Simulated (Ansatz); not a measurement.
Data:

End structure of a constructed model of the (0001) surface of hcp Co, ferromagnetic, a pseudomorphic layer of Mo in the other hollow (bottom of the slab: a bare face, its two planes held):

```
CELL_PARAMETERS angstrom
      2.49292     0.00000     0.00000
     -1.24646     2.15893     0.00000
      0.00000     0.00000    29.00000
ATOMIC_POSITIONS crystal
  Co 0.66667 0.33333 0.28238
  Co 0.33333 0.66667 0.35190
  Co 0.66667 0.33333 0.42209
  Co 0.33333 0.66667 0.49143
  Co 0.66667 0.33333 0.56109
  Co 0.33333 0.66667 0.63006
  Mo 0.00000 0.00000 0.70765
```

Model: 7-atom slab, 12.6 Å thick at the start with caps and adatoms (thin: gaps and levels are the slab's own), 17x17x1 mesh, Fermi-Dirac 0.1 eV, dipole correction, 2 atoms held, the rest relaxed; start symmetry kept, larger cells not searched; spin-polarised, ending with about 9.4 μB a cell; orders that need a larger cell were not tried, no spin-orbit, no U. In PBE it is, or lies within 0.01 eV a 1x1 cell of, the lowest of the 2 structures of its composition computed so far; subsurface sites and larger cells were not tried.

Give the work function of the top face at the level PBE (Ansatz, a program for electronic structure).

5.43 eV
